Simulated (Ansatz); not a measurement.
## A computed series for hypothetical I4/mmm MgB2: response to strain

Start from MgB₂ (space group I4/mmm, No. 139; a = 2.683 Å, c = 8.395 Å; a hypothetical phase, not in the database extracts checked; relaxed with 0.1 eV smearing). Axes: x, y, z lie along a, b, c of the conventional cell.

Strains are applied to the cell and any free atomic positions relax; under biaxial strain the out-of-plane vector relaxes too; under stress the whole cell relaxes.

Levels (all Ansatz, a quantum-chemistry and plane-wave program, PAW): PBE (420 eV, spin-orbit coupling left out); PBEsol (420 eV, spin-orbit coupling left out).

The base cell above is that of PBE; each level relaxes its own structures.

Notes on the quantities. energy relative to the base: free energy F.

| case | energy relative to the base, PBE | energy relative to the base, PBEsol |
|---|---|---|
| biaxial strain +0.17 %, plane normal [001], relaxed out of plane | 0.0 meV/atom | 0.0 meV/atom |
| isotropic strain +0.22 % | +0.1 meV/atom | +0.2 meV/atom |
| uniaxial strain ε_yy = −2.86 % | +2.3 meV/atom | +2.4 meV/atom |
| uniaxial strain ε_zz = +3.72 % | +9.2 meV/atom | ___ |
| uniaxial stress, 5 GPa tension along z | +4.1 meV/atom | ___ |

Task: Some entries are withheld; estimate them.

Result: 
- uniaxial strain ε_zz = +3.72 %, energy relative to the base, PBEsol: +9.5 meV/atom
- uniaxial stress, 5 GPa tension along z, energy relative to the base, PBEsol: +3.8 meV/atom

The two levels differ by at most about 0.3 meV/atom. They put the cases in the same order.

Beyond what the load breaks, stability against distortions was not tested. The final runs are not spin-polarised.
